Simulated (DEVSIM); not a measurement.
Structure: abrupt Si p-n junction, at 400 K.

Layer 1 from the left is Si, thickness (μm) 2.10, Na (cm⁻³) 1.6e15, τn (s) 6.8e-5, τp (s) 6.8e-5. Layer 2 from the left is Si, thickness (μm) 4.90, Nd (cm⁻³) 6.9e17, τn (s) 6.8e-5, τp (s) 6.8e-5.

Left contact: ohmic. Right contact: ohmic. Voltage is applied to the left contact. Recombination: SRH at mid-gap. Mobility is constant in doping.

This is a model device: material constants are rounded textbook-type values typed into the input, and sizes, dopings and lifetimes were drawn at random. Values at 300 K; Nc and Nv go as T^1.5, mobilities as T to minus their exponent, the gap by Varshni's rule with the affinity fixed.

Si: gap (eV) 1.124, affinity (eV) 4.05, permittivity 11.7, Nc (cm⁻³) 2.86e19, Nv (cm⁻³) 3.1e19, μn (cm²/Vs) 1417, μp (cm²/Vs) 470, T exponent of μn 2.3, T exponent of μp 2.2, Varshni α (eV/K) 0.000473, Varshni β (K) 636.

### Question
Estimate by hand the built-in potential, the peak field at zero bias, and compare with a numerical solution.

### Answer

- Built-in potential: ni = √(Nc Nv) exp(−Eg/2kT) = 5.68e12 cm⁻³ with Eg = 1.096 eV; Vbi = kT/q ln(Na Nd/ni²) = 0.598 V; numerical 0.598 V.
- Peak field at zero bias: depletion approximation: W = √(2εVbi/(qN)) = 0.696 μm with N = 1.60e15 cm⁻³; field = 2Vbi/W = 17200 V/cm; numerical 53600 V/cm (estimate below by 68 %).

Simulated with DEVSIM: 1D drift-diffusion, Boltzmann statistics, complete ionisation; no tunnelling, impact ionisation, image-force lowering or self-heating.
